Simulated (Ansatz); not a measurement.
Start from NaF in the rock salt structure (space group Fm-3m, No. 225; a = 4.629 Å).

Calculations: Ansatz (a program for electronic structure), PBEsol, PAW, cutoff 420 eV, scalar-relativistic without spin-orbit coupling.

One change was made to it. Results:

The shortest interatomic distance falls by 0.311 Å to 2.004 Å; the electron mass becomes 0.88 mₑ (at Γ) (base: 0.56 mₑ (at Γ)); the band gap increases by 2.85 eV, from 6.20 eV to 9.05 eV.

Problem. Which change produced these results?
A) F → Cl
B) Na → H
C) Na → Li
D) F → I

Solution. C, Na → Li. For comparison, the band gap in the other runs: F → I gives 3.60 eV; Na → H gives 3.12 eV; F → Cl gives 5.01 eV.

With I present, leaving out spin-orbit coupling can change the band edges. Effective masses come from finite differences of ±0.01 Å⁻¹. Stability against distortions was not tested. As relaxed here, HF is a hypothetical phase, not in the database extracts checked.
